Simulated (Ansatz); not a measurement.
**AlN, pressure series**

Start from AlN in the wurtzite structure (space group P6_3mc, No. 186; a = 3.1138 Å, c = 4.9836 Å).

Cell and atoms are relaxed at each pressure.

Method: PBEsol (Ansatz, a program for electronic structure, PAW, scalar-relativistic without spin-orbit coupling).

Computed cases, in order: pressure −2 GPa; pressure −1 GPa; 0 GPa (base); pressure 0.9 GPa; pressure 2.1 GPa; pressure 4.5 GPa; pressure 9 GPa; pressure 15 GPa; pressure 22.5 GPa; pressure 30 GPa.

Task: Between which two neighbouring cases does the gap turn between direct and indirect?

Result: Between pressure 22.5 GPa (4.87 eV, direct at Γ) and pressure 30 GPa (4.91 eV, indirect, Γ → K). The whole series: pressure −2 GPa: 4.01 eV, direct at Γ; pressure −1 GPa: 4.05 eV, direct at Γ; 0 GPa (base): 4.09 eV, direct at Γ; pressure 0.9 GPa: 4.13 eV, direct at Γ; pressure 2.1 GPa: 4.18 eV, direct at Γ; pressure 4.5 GPa: 4.27 eV, direct at Γ; pressure 9 GPa: 4.44 eV, direct at Γ; pressure 15 GPa: 4.64 eV, direct at Γ; pressure 22.5 GPa: 4.87 eV, direct at Γ; pressure 30 GPa: 4.91 eV, indirect, Γ → K.

Load acts through the strain it causes; cell and atoms are relaxed under it. Whether these cells are dynamically stable was not tested. Measured, AlN leaves this structure (for rock salt) near 14 GPa (temperature not stated; as listed in Datta, Sujoy, Jana, Debnarayan, arXiv (2020)), on rising pressure, with hysteresis.
